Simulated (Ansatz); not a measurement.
The parent structure is Si in the diamond structure (space group Fd-3m, No. 227; a = 5.470 Å).

(Cell as relaxed with PBE.)

Levels (all Ansatz, a program for electronic structure, PAW): PBE (420 eV, no spin-orbit coupling); PBEsol (420 eV, spin-orbit coupling left out).

Each level relaxes its own structure.

| quantity | PBE | PBEsol |
|---|---|---|
| volume per atom | 20.46 Å³ | ___ |
| lattice parameter a | 5.470 Å | ___ |
| band gap | 0.61 eV | ___ |
| gap character | indirect, Γ → Γ–X (87 % along) | ___ |
| electron mass | 0.94 mₑ along k, 0.20 mₑ across | ___ |
| hole mass (degenerate bands, along [100]) | 0.16, 0.27, 0.27 mₑ | ___ |

What does PBEsol give?


- volume per atom, PBEsol: 20.05 Å³
- lattice parameter a, PBEsol: 5.434 Å
- band gap, PBEsol: 0.47 eV
- gap character, PBEsol: indirect, Γ → Γ–X (87 % along)
- electron mass, PBEsol: 0.93 mₑ along k, 0.19 mₑ across
- hole mass (degenerate bands, along [100]), PBEsol: 0.17, 0.26, 0.26 mₑ

PBE's volume per atom lies 0.41 Å³ above PBEsol's (2.0 %); PBE's lattice parameter a lies 0.0365 Å above PBEsol's (0.7 %); PBE's band gap lies 0.147 eV above PBEsol's; the two agree on the gap character. Neither level is exact; PBEsol is the comparison here, not a measurement.

Effective masses come from finite differences of ±0.01 Å⁻¹. Along k means along the line from Γ to the band edge. Whether these cells are dynamically stable was not tested.
